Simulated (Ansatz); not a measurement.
**SnPbO3, response to strain**

The reference is SnPbO₃ in the cubic perovskite structure (space group Pm-3m, No. 221; a cell from a computed database, its experimental status unchecked).

```yaml
crystal:
  lattice:
    - [4.07240, 0.00000, 0.00000]
    - [0.00000, 4.07240, 0.00000]
    - [0.00000, 0.00000, 4.07240]
  atoms:
    - { symbol: Sn, position: [0.50000, 0.50000, 0.50000] }
    - { symbol: Pb, position: [0.00000, 0.00000, 0.00000] }
    - { symbol: O, position: [0.50000, 0.50000, 0.00000] }
    - { symbol: O, position: [0.00000, 0.50000, 0.50000] }
    - { symbol: O, position: [0.50000, 0.00000, 0.50000] }
```

Cartesian axes are those of the cell as printed.

Strains are applied to the cell and any free atomic positions relax; under biaxial strain the out-of-plane vector relaxes too; under stress the whole cell relaxes.

All numbers come from Ansatz (an electronic-structure program) PBEsol, scalar-relativistic without spin-orbit coupling.

Notes on the quantities. energy relative to the base: free energy F.

| variant | band gap | energy relative to the base | smallest direct gap | gap character |
|---|---|---|---|---|
| base | 1.41 eV | 0 meV/atom | 2.51 eV | – |
| biaxial strain −1.55 %, plane normal [110], relaxed out of plane | 1.63 eV | +6.3 meV/atom | 2.71 eV | indirect, R → Γ |
| uniaxial strain ε_xx = +1.73 % | (withheld) | (withheld) | (withheld) | indirect, M → Γ |
| uniaxial stress, 2 GPa compression along z | 1.45 eV | +0.6 meV/atom | 2.55 eV | indirect, R → Γ |

Q: What belongs in the blanks?

A: 
- uniaxial strain ε_xx = +1.73 %, band gap: 1.17 eV
- uniaxial strain ε_xx = +1.73 %, energy relative to the base: +3.5 meV/atom
- uniaxial strain ε_xx = +1.73 %, smallest direct gap: 2.25 eV

Spin-orbit coupling, missing from the scalar runs, can matter with Pb. Stability under load was not tested beyond the relaxation. Many cubic perovskites are stable only at high temperature; tilts and polar distortions were not tested. Labels are those of the standard path for the cell's own space group.
